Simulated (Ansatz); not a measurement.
Reference: Ga$_{2}$AsP (R3m), PBEsol, rigid bands (plane waves, PAW, scalar-relativistic; Ansatz, a program for electronic structure); axes and stresses refer to this cell.

```yaml
crystal:
  lattice:
    - [1.96118, 1.13229, 6.40743]
    - [-1.96118, 1.13229, 6.40743]
    - [0.00000, -2.26457, 6.40743]
  atoms:
    - { symbol: Ga, position: [0.99750, 0.99750, 0.99750] }
    - { symbol: Ga, position: [0.50257, 0.50257, 0.50257] }
    - { symbol: P, position: [0.62512, 0.62512, 0.62512] }
    - { symbol: As, position: [0.12482, 0.12482, 0.12482] }
```

The electron mass along x is 0.095 mₑ and the band gap comes out as 0.96 eV. The hole mass along z is 0.96 mₑ.

Question: Change: functional r2SCAN on the same cell. What happens to electron mass along x, band gap, hole mass along z?

Answer: electron mass along x goes up to 0.162 mₑ; band gap rises to 1.49 eV; hole mass along z moves little, to 0.98 mₑ.

Masses are for dilute carriers at 300 K, harmonic means over directions unless an axis is named. Spin-orbit coupling is left out unless a row names it; without it hole values are far off for these elements. 

Computed structure with no diffraction record at hand here (it may be known, metastable or hypothetical): Ga2AsP (R3m).
